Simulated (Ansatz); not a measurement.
Start from MgB$_{2}$ (space group P6/mmm, No. 191; relaxed with 0.1 eV smearing).

```
MgB2
1.0
    3.07530     0.00000     0.00000
   -1.53765     2.66329     0.00000
    0.00000     0.00000     3.52482
Mg B
1 2
Direct
  0.00000   0.00000   0.00000
  0.66667   0.33333   0.50000
  0.33333   0.66667   0.50000
```

Cartesian axes are those of the cell as printed.

Computed with PBE (Ansatz, a first-principles code; PAW; 420 eV plane waves; no spin-orbit coupling).

Base values:

| Quantity | Value |
|---|---|
| Pressure | 0.0 GPa |
| Band gap | zero |

Now apply this change: the cell is compressed by 2.50 % along z with no lateral relaxation; the atoms relax in the strained cell.

Predict the new energy relative to the base.

The energy increases by 5.1 meV/atom.

What happens to the pressure?

The pressure (mean of the normal stresses, compression positive) goes from zero to 3.0 GPa.

What happens to the band gap?

The band gap remains zero.

Whether these cells are dynamically stable was not tested. The final runs are not spin-polarised.
